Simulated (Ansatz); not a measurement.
ZnSe under load (space group F-43m), PBE with spin-orbit coupling, rigid bands run with Ansatz (an electronic-structure program). Condition of this run: hydrostatic pressure of -1.6 GPa (compression positive) (the target of the relaxation). Band gap 1.13 eV, N_c = 7.88e17 cm⁻³ and N_v = 2.70e19 cm⁻³ at 300 K, conductivity masses of 0.104 mₑ (electrons) and 0.694 mₑ (holes). Take k_BT = 0.02585 eV.

Q: What built-in voltage has an abrupt junction with N_A = 1e17 and N_D = 1e17 cm⁻³, all dopants ionised?

A: V_bi = E_g/e − (k_BT/e) ln(N_c N_v/(N_A N_D)) = 1.13 − 0.02585 × 7.66 = 0.93 V, for the computed gap.

Q: What thermal injection velocity √(2k_BT/πm) limits a ballistic channel?

A: 1.67e7 cm/s for electrons and 6.46e6 cm/s for holes, a ratio of √(m_h/m_e) = 2.58, for dilute carriers.

Q: Find the intrinsic carrier density and the intrinsic Fermi level.

A: n_i = √(N_c N_v) exp(−E_g/2k_BT) = 4.61e18 × exp(−21.86) = 1.5e9 cm⁻³. The level lies (k_BT/2) ln(N_v/N_c) = 46 meV from mid-gap (positive towards the conduction band). Each 0.1 eV added to the gap lowers n_i by a factor of 6.9.

Rigid bands with the computed gap; masses take one relaxation time for all states. Geometry: cell and atoms relaxed with PBEsol.
